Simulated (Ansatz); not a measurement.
Consider SrTiO$_{3}$ in the cubic perovskite structure (space group Pm-3m, No. 221; a = 3.908 Å).

Calculations: Ansatz (a program for electronic structure) r2SCAN, spin-orbit coupling left out, earlier PAW set.

Carriers are added at fixed cell with a uniform background; the Fermi–Dirac width is that of 300 K.

One change was made to it. Results:

The gap between the host's bands goes up by 0.588 eV (2.27 eV → 2.85 eV); the Fermi level relative to the doped band's edge (positive inside the band; to 0.05 eV) comes out as +0.55 eV; the gap character is still indirect, R → Γ.

Question: Which of these changes matches the shifts?
A. holes 5.0×10^21 cm⁻³
B. holes 7.0×10^21 cm⁻³
C. electrons 7.0×10^21 cm⁻³

Answer: C, electrons 7.0×10^21 cm⁻³. For comparison, the Fermi level from band edge in the other runs: holes 5.0×10^21 cm⁻³ gives +0.15 eV; holes 7.0×10^21 cm⁻³ gives +0.25 eV.

Carriers are added with a uniform compensating background; total energy and stress of such cells depend on the potential's zero and are not compared; many-body gap narrowing is missing at this level. Stability against distortions was not tested. The final runs are not spin-polarised. Many cubic perovskites are stable only at high temperature; tilts and polar distortions were not tested.
